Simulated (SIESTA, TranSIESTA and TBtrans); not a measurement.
**Pt chain with one C atom inserted**

System: Pt chain with one C atom inserted. Leads: straight Pt chain, spacing 2.4 Å. Geometry: 3 atoms about the centre moved by SIESTA (PBE, DZP) to a largest force of 0.04 eV/Å, all others as built, motion along the axis alone.

Computed with TranSIESTA and TBtrans, PBE, DZP numerical orbitals (energy shift 0.15 eV), PseudoDojo norm-conserving scalar-relativistic potentials, mesh cutoff 200 Ry, 300 K, spin-polarised (collinear), no spin-orbit coupling; self-consistent non-equilibrium Green functions.

| Item | Result |
|---|---|
| Conductance at 300 K (G0 = 2e²/h) | 2.04 |
| Mean T from −0.5 to 0.5 eV | 1.93 |

Energies count from the leads' Fermi level. Transmissions are for each spin. The energy step is 0.01 eV; narrower resonances are cut or missed.

| E (eV) | T up | T down | lead channels up | down |
|---|---|---|---|---|
| -2.00 | 2.08 | 2.08 | 3 | 3 |
| -1.90 | 2.01 | 2.00 | 3 | 3 |
| -1.80 | 1.94 | 1.94 | 3 | 3 |
| -1.70 | 1.89 | 1.89 | 3 | 3 |
| -1.60 | 1.91 | 1.90 | 4 | 4 |
| -1.50 | 2.00 | 2.00 | 4 | 4 |
| -1.40 | 2.05 | 2.04 | 4 | 4 |
| -1.30 | 2.00 | 2.00 | 4 | 4 |
| -1.20 | 1.91 | 1.91 | 4 | 4 |
| -1.10 | 1.84 | 1.83 | band edge | band edge |
| -1.00 | 1.80 | 1.80 | band edge | band edge |
| -0.90 | 1.82 | 1.82 | 6 | 6 |
| -0.80 | 2.88 | 2.90 | 6 | 6 |
| -0.70 | 2.03 | 2.03 | 6 | 6 |
| -0.60 | 1.97 | 1.97 | 6 | 6 |
| -0.50 | 2.01 | 2.01 | 6 | 6 |
| -0.40 | 2.06 | 2.06 | 6 | 6 |
| -0.30 | 2.09 | 2.09 | band edge | band edge |
| -0.20 | 2.10 | 2.10 | 4 | 4 |
| -0.10 | 2.08 | 2.08 | 4 | 4 |
| 0.00 | 2.04 | 2.04 | 4 | 4 |
| 0.10 | 1.99 | 1.99 | 4 | 4 |
| 0.20 | 1.92 | 1.91 | 4 | 4 |
| 0.30 | 1.77 | 1.76 | 4 | 4 |
| 0.40 | 1.58 | 1.57 | 3 | 3 |
| 0.50 | 1.44 | 1.44 | 3 | 3 |
| 0.60 | 1.27 | 1.26 | 3 | 3 |
| 0.70 | 1.07 | 1.07 | 3 | 3 |
| 0.80 | 0.97 | 0.97 | 1 | 1 |
| 0.90 | 0.94 | 0.94 | 1 | 1 |
| 1.00 | 0.91 | 0.91 | 1 | 1 |
| 1.10 | 0.88 | 0.88 | 1 | 1 |
| 1.20 | 0.85 | 0.84 | 1 | 1 |
| 1.30 | 0.82 | 0.81 | 1 | 1 |
| 1.40 | 0.79 | 0.79 | 1 | 1 |
| 1.50 | 0.76 | 0.76 | 1 | 1 |
| 1.60 | 0.74 | 0.74 | 1 | 1 |
| 1.70 | 0.72 | 0.72 | 1 | 1 |
| 1.80 | 0.70 | 0.70 | 1 | 1 |
| 1.90 | 0.68 | 0.68 | 1 | 1 |
| 2.00 | 0.67 | 0.66 | 1 | 1 |

A magnetic start was tried, and the separate lead runs end without a moment. The straight chain is held at its spacing; free chains may zigzag or dimerise. Spin-orbit coupling, left out here, matters for the heavy atoms.
